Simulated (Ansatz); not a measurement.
**rock-salt ZrN (0 0 1) on rutile SnO2 (1 0 0) (film strained to the substrate, started from cuts of the bulks and a machine-learned relaxation; slabs Sn10O24 and N12Zr12, which can lie off the formulas)**

A periodic stack without vacuum, rock-salt ZrN (0 0 1) on rutile SnO2 (1 0 0) (film strained to the substrate, started from cuts of the bulks and a machine-learned relaxation; slabs Sn10O24 and N12Zr12, which can lie off the formulas): substrate slab Sn10O24, film N12Zr12, surface cells [[0, -1], [2, -1]] and [[1, 0], [4, 3]], film strained by -0.9 and -0.3 %, outermost planes O/O and NZr/NZr as cut, which need not be the usual terminations and can put a slab off its formula.

The start was prepared with a machine-learned potential, and the result is one local minimum, with the in-plane cell held and forces under 0.04 eV/Å; the film can end far from its bulk form.

Computed with PBE (plane waves to 420 eV, PAW; Ansatz, a first-principles code). No spin–orbit coupling; the runs are not spin-polarised. Its k-point mesh 8×3×1, Fermi–Dirac width 0.05 eV.

| Property | Value |
|---|---|
| interface area | 31.3 Å² |
| period | 23.38 Å |
| heights between the nearest atoms of the two slabs at the two interfaces | 1.10 and 0.78 Å |
| O–Zr contacts across the interfaces within 1.22 times the sum of covalent radii | 16, mean 2.22 Å |
| Sn–Zr contacts across the interfaces within 1.22 times the sum of covalent radii | 11, mean 3.58 Å |

```xyz
58
Lattice="3.2379 -0.0003 0.0712 3.2380 9.6546 0.1624 1.0592 1.8337 23.4226" Properties=species:S:1:pos:R:3 pbc="T T T"
Sn     3.6192     9.6950     5.1118
Sn     3.6239     4.7932     4.8932
Sn     2.0637     2.3264     2.4245
Sn     5.2900     7.3953     2.7456
O      3.7097     1.5358     1.3307
O      3.7113     6.4626     1.3640
O      2.1089     3.6163     0.6694
O      5.3264     8.9121     1.3875
O      2.0254     0.8901     3.9240
O      5.2660     5.7048     3.9077
O      3.6614     3.3239     3.3518
O      3.6503     8.1303     3.6891
Sn     3.5146     9.6446     9.7770
Sn     3.5115     4.7734     9.8972
Sn     1.9483     2.4654     7.3442
Sn     5.1863     7.1595     7.4551
O      3.5890     1.5554     6.4116
O      3.5890     6.2723     6.4052
O      1.9837     3.8888     5.7986
O      5.2178     8.7417     6.0432
O      1.9164     0.9036     8.7296
O      5.1523     5.6710     8.9461
O      3.5451     3.3379     8.3664
O      3.5464     8.0997     8.3701
Sn     1.8342     2.2172    12.2075
Sn     5.0811     7.2802    12.2081
O      3.4781     1.4728    11.1768
O      3.4822     6.3627    11.2548
O      1.8679     3.8809    10.8934
O      5.1105     8.7649    10.8181
O      1.8110     0.4875    13.4375
O      5.0482     5.9747    13.7770
O      3.4213     2.9514    13.4478
O      3.4350     7.9972    13.3898
N      3.3092     6.4086    17.9802
N      3.3125     9.6286    17.9267
N      3.3083     3.1630    17.9024
N      1.7320     4.7445    15.7953
N      4.9916     8.0739    15.6760
N      1.7354     1.6987    15.6737
N      4.8324     6.7029    22.2066
N      3.2051     9.5568    22.4661
N      3.2055     2.9239    22.4718
N      1.6372     4.6727    20.2292
N      4.8832     8.0885    20.0383
N      4.8798    11.1829    20.2333
Zr     1.6881     4.8331    17.9328
Zr     4.9348     8.0101    17.8482
Zr     4.9299    11.1582    17.9542
Zr     3.3966     6.4457    15.0530
Zr     3.4044     9.6429    14.8727
Zr     3.3590     3.2048    15.5273
Zr     1.5787     4.5542    22.7928
Zr     6.4247     7.5513    23.4061
Zr     4.7962    10.9669    23.3484
Zr     3.2542     6.4085    20.4574
Zr     3.2561     9.5521    20.3931
Zr     3.2537     3.1286    20.3638
```
